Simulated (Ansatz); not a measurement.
The starting structures come from a database of crystals and need not be the phases stable at ambient conditions.

By PBEsol, the system below comes out a metal.

The ballistic (Sharvin) conductance counts the channels at the Fermi level: G/A = (e²/h) × channels of both spins per area.

Given:

```
CELL_PARAMETERS angstrom
      3.08729     0.00000     0.00000
      0.00000    12.91561     0.00000
      1.54364     0.00000     2.67367
ATOMIC_POSITIONS crystal
  Ti 0.66667 0.41066 0.66667
  Ti 0.33333 0.58934 0.33333
  Ti 0.33333 0.91066 0.33333
  Ti 0.66667 0.08934 0.66667
  Ge 0.66667 0.75000 0.66667
  Ge 0.33333 0.25000 0.33333
  C  0.00000 0.50000 0.00000
  C  0.00000 0.00000 0.00000
```

Space group of this cell: P6_3/mmc. The cell is taken as given; by PBEsol its mean pressure is -4.3 GPa.

The current flows along the normal of the first two printed cell vectors, the (100) plane of the conventional cell. No spin-orbit coupling; the value is a mean over 0.1 eV about the Fermi level.

Question: Predict the ballistic conductance per area from PBEsol (Ansatz, a first-principles code).

Answer: 0.58 × 10¹⁵ S/m² for both spins.
